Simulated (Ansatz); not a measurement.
The starting structures come from a database of crystals and need not be the phases stable at ambient conditions.

The decay constant κ of evanescent states in the gap governs leakage through a thin film.

```yaml
crystal:
  lattice:
    - [6.68438, 0.00000, 0.00000]
    - [0.00000, 6.68438, 0.00000]
    - [0.00000, 0.00000, 6.68438]
  atoms:
    - { symbol: Si, position: [0.50000, 0.50000, 0.50000] }
    - { symbol: Si, position: [0.00000, 0.00000, 0.00000] }
    - { symbol: C, position: [0.25000, 0.75000, 0.25000] }
    - { symbol: C, position: [0.75000, 0.75000, 0.75000] }
    - { symbol: C, position: [0.75000, 0.25000, 0.25000] }
    - { symbol: C, position: [0.25000, 0.25000, 0.75000] }
    - { symbol: N, position: [0.85446, 0.14554, 0.14554] }
    - { symbol: N, position: [0.35446, 0.35446, 0.64554] }
    - { symbol: N, position: [0.14554, 0.85446, 0.14554] }
    - { symbol: N, position: [0.64554, 0.64554, 0.64554] }
    - { symbol: N, position: [0.85446, 0.85446, 0.85446] }
    - { symbol: N, position: [0.35446, 0.64554, 0.35446] }
    - { symbol: N, position: [0.14554, 0.14554, 0.85446] }
    - { symbol: N, position: [0.64554, 0.35446, 0.35446] }
```

Space group of this cell: Pn-3m. The cell is taken as given; by r2SCAN its mean pressure is -2.5 GPa.

Transport runs along the normal of the first two printed cell vectors, the (001) plane of the conventional cell.

The gap is the functional's own. No spin-orbit coupling. Mid-gap values are interpolated on the energy grid.

Question: Give the band gap and the smallest decay constant κ at mid-gap that Ansatz (a program for electronic structure) with r2SCAN yields.

Answer: Gap 4.76 eV on a 6×6×6 mesh; κ = 0.460 1/Å, at (0.500, 0.500) of the in-plane reciprocal vectors. At the zone centre, at the nearest computed energy, the slowest state has κ = 0.47 1/Å.
